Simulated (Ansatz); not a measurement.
# B (model structure, started from the C4 type, I4₁32, No. 214, 4 atoms in the cell)

Calculation: r²SCAN+rVV10 (Ansatz, a first-principles code, PAW).

Run with plane-wave cutoff 560 eV, 10×10×10 k mesh, Fermi–Dirac smearing 0.01 eV, scalar-relativistic PAW data made under PBE.

Cell (relaxed at this level):

```xyz
4
Lattice="-2.3169 2.3169 2.3169 2.3169 -2.3169 2.3169 2.3169 2.3169 -2.3169" Properties=species:S:1:pos:R:3 pbc="T T T"
B      1.7377     0.5792    -0.5792
B      0.5792    -0.5792     1.7377
B     -0.5792     1.7377     0.5792
B      0.5792     0.5792     0.5792
```

```
Item                            Value
--------  ---------------------------
band gap  1.79 eV (on the SCF k mesh)
Γ–Γ gap                       3.58 eV
```

Note: the relaxation could raise the start's symmetry but not lower it, so the cell can be a saddle point.

The result took about 21 core-seconds (a rough figure).

A model structure was made by putting elements into a prototype or built by hand; it is no filed structure, need not be a known phase, and can be a saddle point held by its symmetry.
